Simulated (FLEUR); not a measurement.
# Short convergence ladders for Li (Im-3m, 1 atom in the cell)

```yaml
crystal:
  lattice:
    - [-1.75023, 1.75023, 1.75023]
    - [1.75023, -1.75023, 1.75023]
    - [1.75023, 1.75023, -1.75023]
  atoms:
    - { symbol: Li, position: [0.00000, 0.00000, 0.00000] }
```

Base method: PBEsol, all-electron FLAPW (FLEUR), scalar-relativistic valence in FLEUR.

Base settings: Kmax = 3.8 1/bohr; GmaxXC = 15.2 1/bohr; xcFunctional = PBEs; jspins = 1; l_soc = F; mode = hist; fermiSmearingEnergy = 0.00367493 Htr; mesh (inpgen div1-3) = 9 9 9; inpgen gamma flag = false; Gmax = 15.2 1/bohr.

**Shifted k-point meshes**

Only quantities that move along the ladder and can be compared are tabulated.

```tsv
kpt_div	free energy less the last step's (meV/atom)
2 2 2	235.02
4 4 4	39.01
6 6 6	-24.19
8 8 8	-11.40
10 10 10	-2.17
14 14 14	-0.21
26 26 26	0.02
32 32 32	0.00
```

Coarsest kpt_div that holds the free energy within 1 meV/atom of the last step, with all finer ones: 14 14 14; the step before is off by 2.2 meV/atom.

**The width of Gaussian smearing**

In this ladder: mode = gauss; kpt_div = 15 15 15.

Narrow widths need finer meshes than wide ones, so the last steps can hold mesh noise.

Only quantities that move along the ladder and can be compared are tabulated; pressure and forces are left out, as mesh noise rules them at narrow widths.

```tsv
fermiSmearingEnergy	total energy (no entropy term) less the last step's (meV/atom)
0.0367493 Htr	106.69
0.0183747 Htr	28.86
0.0110248 Htr	10.29
0.00734986 Htr	4.58
0.00367493 Htr	0.86
0.00183747 Htr	0.00
```

Widest fermiSmearingEnergy that holds the total energy (no entropy term) within 2 meV/atom of the last step, with all finer ones: 0.00367493 Htr; the step before is off by 4.6 meV/atom.

On the base run: the starting cell has typed, rounded lattice constants, without a prior relaxation at this level. Its lattice was rescaled by up to half a per cent. Values depend on the basis (sphere radii, cutoffs, local orbitals), which need not be converged.

Left out of this page: 2 runs of the series outside the window shown, repeating another row's setting, or not comparable.
